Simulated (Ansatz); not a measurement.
The parent structure is Zr in the hcp (Mg type) structure (space group P6_3/mmc, No. 194; a = 3.1438 Å, c = 5.0928 Å; relaxed with 0.1 eV smearing). Axes: x lies along a and z along c of the hexagonal cell.

Computed with LDA (Ansatz, a quantum-chemistry and plane-wave program), no spin-orbit coupling.

Before the change:

```
Property                        Result
-----------------------------  -------
Shortest interatomic distance  3.127 Å
```

The change: tensile biaxial strain of 2.00 % in the plane normal to [001], as in epitaxy on a mismatched substrate; the out-of-plane cell vector and the atoms relax.

### Question
What does the calculation give for the shortest interatomic distance after the change?

### Answer
The shortest interatomic distance decreases by 0.014 Å (3.127 Å → 3.113 Å).

### Question
Estimate the effect on the in-plane stress.

### Answer
The mean in-plane stress (compression positive) is -2.9 GPa.

No phonon test of stability was made. All final runs are without spin polarisation.
